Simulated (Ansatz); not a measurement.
Cell and atoms of amorphous Hf$_{18}$O$_{36}$Cu:

```xyz
55
Lattice="8.9214 0.0000 0.0000 0.0000 8.9214 0.0000 0.0000 0.0000 8.9214" Properties=species:S:1:pos:R:3 pbc="T T T"
Hf     7.5839     3.0536     2.2527
Hf     1.1031     1.1568     1.8828
Hf     6.3007     0.2876     0.5030
Hf     2.8371     5.7561     7.7210
Hf     6.7628     6.6377     3.1105
Hf     3.8565     5.4428     4.3460
Hf     3.4467     7.4257     1.9114
Hf     0.3737     8.4379     7.6738
Hf     0.4973     6.2771     1.6476
Hf     6.7270     0.8333     5.5310
Hf     4.2042     1.9905     2.8023
Hf     3.4083     0.1298     5.5002
Hf     1.5729     2.9876     4.7793
Hf     8.6122     4.5796     7.4475
Hf     6.1752     6.7104     6.4243
Hf     0.9200     7.0230     5.0124
Hf     2.8629     2.4155     8.2758
Hf     5.9093     3.3059     8.4447
O      4.0429     4.1058     8.2132
O      8.8931     3.3391     5.9074
O      7.1893     1.9932     3.9701
O      0.5932     2.8687     3.0017
O      4.8607     1.1283     4.5426
O      0.0680     0.0272     5.7487
O      2.9631     7.4399     4.1952
O      1.8787     5.1386     5.2440
O      2.3090     1.0798     3.7019
O      6.0173     5.3466     4.7513
O      8.3823     6.2866     6.1965
O      6.4572     2.4101     6.7571
O      4.7321     0.1068     1.9626
O      7.9265     3.5612     0.2087
O      4.2168     5.9555     6.2816
O      2.2021     5.6717     2.3118
O      5.5777     3.0563     1.7551
O      2.6009     1.8617     6.2783
O      7.0490     7.4768     1.3283
O      7.9811     1.0908     1.4902
O      7.2316     8.4769     7.7005
O      3.4945     3.5174     3.9984
O      5.0117     8.4813     6.5282
O      2.0988     7.6741     6.7143
O      6.5890     5.2015     7.7261
O      8.8394     7.2640     3.3582
O      7.9225     5.0766     2.4475
O      1.1948     1.0742     8.6091
O      1.5907     4.0847     8.0530
O      4.8202     6.1525     2.6782
O      0.6501     6.4297     8.5124
O      1.5356     8.1266     1.5461
O      3.7551     6.9035     0.0677
O      2.7179     2.2895     1.3964
O      4.7007     1.5082     8.5822
O      6.6273     7.8495     4.7050
Cu     6.7461     3.6176     4.9459
```

Computed with PBE, scalar-relativistic without spin-orbit coupling (plane waves to 420 eV, PAW; Ansatz, a program for electronic structure). In the spin-polarised cell the level spacing at the Fermi energy can part levels of unlike spin.

The cell was made by melting and quenching with the CHGNet potential and then relaxed with DFT. O atoms were pushed apart under 1.9 Å during the dynamics, to hinder bonds among them. The hot cell started wider than the set density and was brought back towards it in steps. It is the lowest in DFT energy of 2 quenches. It is a model cell: composition and starting density were chosen by hand, and all elements were melted together. No dispersion term was used. Its density started from a set value of 9.01 and ended at 9.01 g/cm³. The quench (nominally 300 K/ps over its main leg) was far faster than any real one, so the model tends to hold more defects than a real film. One small periodic cell is one sample of the glass; other quenches scatter about these values. The volume was held where the preparation left it, at a PBE pressure of 3.3 GPa. Stress components on the final sampling reach 4.5 GPa. On a 2×2×2 Γ-centred mesh force components of up to 0.19 eV/Å stay, since the relaxation ran on the zone centre alone.

Neighbours within Hf-Hf 3.34 Å, Hf-O 2.86 Å, Hf-Cu 3.12 Å, O-O 1.58 Å, O-Cu 2.38 Å, Cu-Cu 2.90 Å count as bonded. Two cations that share two anions don't count as bonded, nor two that share one unless they lie closer than Hf-Hf 3.25 Å, Hf-Cu 3.04 Å, Cu-Cu 2.82 Å.

### Question
Give the coordination numbers, mean bond lengths and angles.

### Answer

| Quantity | Value |
|---|---|
| Mean coordination of Hf by anions | 6.17 (1 with 5, 13 with 6, 4 with 7); 3 close contacts or bonds to cations besides |
| Mean coordination of O | 3.19 (1 with 2, 27 with 3, 8 with 4) |
| Mean coordination of Cu by anions | 4.00 (1 with 4); 1 close contacts or bonds to cations besides |
| Mean Hf-O bond | 2.141 Å (spread 0.156 Å, 111 counted) |
| Mean O-Cu bond | 2.099 Å (spread 0.194 Å, 4 counted) |
| Mean Hf-Hf close contact | 3.197 Å (spread 0.000 Å, 1 counted) |
| Bond angle at Hf | mean 102.2°, spread 29.9° |
| Bond angle at O | mean 113.8°, spread 19.0° |
| Bond angle at Cu | mean 101.0°, spread 28.3° |

### Question
List the pairs of like atoms that count as bonded by the rules above.

### Answer
Hf3-Hf18 (3.20 Å).

### Question
What Bader charges do the atoms carry, from a run on the zone centre alone?

### Answer
Means (range): Hf +2.57 e (+2.36 to +2.64), O -1.31 e (-1.36 to -1.23), Cu +0.65 e (+0.65 to +0.65).
| atom | charge (e) |
|---|---|
| Hf1 | +2.55 |
| Hf2 | +2.59 |
| Hf3 | +2.36 |
| Hf4 | +2.60 |
| Hf5 | +2.60 |
| Hf6 | +2.61 |
| Hf7 | +2.60 |
| Hf8 | +2.56 |
| Hf9 | +2.55 |
| Hf10 | +2.63 |
| Hf11 | +2.64 |
| Hf12 | +2.60 |
| Hf13 | +2.63 |
| Hf14 | +2.58 |
| Hf15 | +2.63 |
| Hf16 | +2.58 |
| Hf17 | +2.62 |
| Hf18 | +2.41 |
| O19 | -1.29 |
| O20 | -1.25 |
| O21 | -1.24 |
| O22 | -1.30 |
| O23 | -1.28 |
| O24 | -1.29 |
| O25 | -1.36 |
| O26 | -1.35 |
| O27 | -1.36 |
| O28 | -1.29 |
| O29 | -1.32 |
| O30 | -1.27 |
| O31 | -1.34 |
| O32 | -1.32 |
| O33 | -1.28 |
| O34 | -1.26 |
| O35 | -1.34 |
| O36 | -1.33 |
| O37 | -1.29 |
| O38 | -1.31 |
| O39 | -1.34 |
| O40 | -1.31 |
| O41 | -1.27 |
| O42 | -1.35 |
| O43 | -1.31 |
| O44 | -1.29 |
| O45 | -1.32 |
| O46 | -1.31 |
| O47 | -1.32 |
| O48 | -1.29 |
| O49 | -1.36 |
| O50 | -1.33 |
| O51 | -1.23 |
| O52 | -1.28 |
| O53 | -1.32 |
| O54 | -1.30 |
| Cu55 | +0.65 |
